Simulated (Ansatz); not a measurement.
The starting structures come from a database of crystals and need not be the phases stable at ambient conditions.

By PBEsol, the system below comes out a metal.

The ballistic (Sharvin) conductance counts the channels at the Fermi level: G/A = (e²/h) × channels of both spins per area.

```xyz
6
Lattice="5.2166 0.0000 0.0000 -2.6083 4.5177 0.0000 2.6083 1.5059 4.2593" Properties=species:S:1:pos:R:3 pbc="T T T"
Li     5.2166     3.0118     2.1296
Li     2.6083     1.5059     1.0648
Pt     2.6083     4.5177     1.5972
Pt     1.3041     5.2706     3.7269
Pt     3.9124     5.2706     3.7269
Pt     2.6083     3.0118     3.7269
```

Space group of this cell: Fd-3m, cubic Laves (MgCu2 type). The cell is taken as given; by PBEsol its mean pressure is -1.8 GPa.

The current flows along the normal of the first two printed cell vectors, the (111) plane of the conventional cell. No spin-orbit coupling; the value is a mean over 0.1 eV about the Fermi level.

Problem. Estimate the ballistic conductance per area that PBEsol (Ansatz, an electronic-structure program) returns for this system.

Solution. 0.55 × 10¹⁵ S/m² for both spins.
